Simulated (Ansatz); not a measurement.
# NiAs-type NiSb

All values below come from PBEsol (Ansatz, a program for electronic structure, PAW).

Settings: plane-wave cutoff 520 eV, 12×12×8 k mesh (along the axes of the cell as run), Fermi–Dirac smearing 0.1 eV, perturbation theory, force constants from a 6×6×2 q mesh, no spin polarisation, scalar-relativistic PAW data made under PBE.

Cell: relaxed at this level.

```yaml
zero_point_energy: 0.028 eV/atom
```

Spin–orbit coupling is not included.

Cost on a shared machine: about 4 core-hours (a rough figure).
